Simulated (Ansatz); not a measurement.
Abridged Ansatz (an electronic-structure program) output:

```
Relaxation: its limit of steps is 50 (relax.max_steps)
Pseudopotential: Ag, paw, valence charge 19
Crystal: 1 atoms, lattice volume = 15.436 Å³
Basis set: ecut = 420 eV, 307 PW (Γ), exchange–correlation on 40×40×40 points (8 copies of the dense FFT grid, shifted against one another)
Bands: 14, of which v1, the nominal top of the filled ones, is band 10 counted from 1 (9 counted from 0)
Symmetry: 48 space group operations
k-points: 624 of 21952
Functional: x = pbesol(κ = 0.804, μ = 0.12345679012345678), c = pbesol(β = 0.046)
SCF iter   1: F=—  HF=-7522.218138 eV  |F-HF|=—  |Δ(HF+E_count)|=         —  Δρ=1.04e-2  dr2=1.49e-2  ethr=1.77e-3  ⟨swp⟩=4.5  Hψ=43525  notcnv=0
SCF iter   2: F=—  HF=-7522.213648 eV  |F-HF|=—  |Δ(HF+E_count)|=   4.49e-3  Δρ=3.15e-3  dr2=1.43e-3  ethr=7.83e-5  ⟨swp⟩=1.4  Hψ=14559  notcnv=0
SCF 1 converged in 6 iterations: F = -7522.213223 eV  dr2 = 1.35e-11
relax step   1: F+E_penalty+E_count = -7522.21322297 eV  Δ(F+E_penalty+E_count) = +0.000e0 eV  max|allowed force component| = 0.000e0 eV/Å  Δτ_max = 0.0000 Å  (6 SCF iters, accepted)
SCF converged after 6 iterations
Free energy (F): -7522.213223 eV
Internal energy: -7522.205669 eV  (E = F + TS)
E sigma→0 (E₀):  -7522.209446 eV
Entropy (-TS):   -0.007554 eV (-7.554 meV/atom)
Fermi energy:    19.607458 eV
--- Forces (eV/Å), atoms counted from 1 ---
  atom   1  Ag    -0.00000000    -0.00000000     0.00000000
--- Stress (GPa, compression-positive) ---
       11.218105       0.000000       0.000000
       -0.000000      11.218105       0.000000
        0.000000       0.000000      11.218105
  P = ⅓ Tr σ = 11.2181 GPa (112.181 kbar)
--- Relaxed structure (1 steps of the walk, 1 accepted, 0 SCFs on fresh bases) ---
  atoms:
    - { symbol: Ag, position: [0.0, 0.0, 0.0] }
```

### Question
What was computed, and what are the main results?

### Answer
Ag, 1 atom in the cell, with PBEsol in Ansatz (plane waves to 420 eV, PAW, spin-orbit coupling left out). The last SCF converged to F = -7522.213223 eV, or -7522.2132 eV per atom, at a pressure of 11.22 GPa. The total energy compares only with runs of the same code, potentials and settings.

The cells carry an imposed strain or load. Stability against distortions was not tested. The cell was made from Ag in the fcc (Cu type) structure (space group Fm-3m, No. 225) by this change: isotropic strain −2.50 %.

Keys are those of Ansatz 0.2.
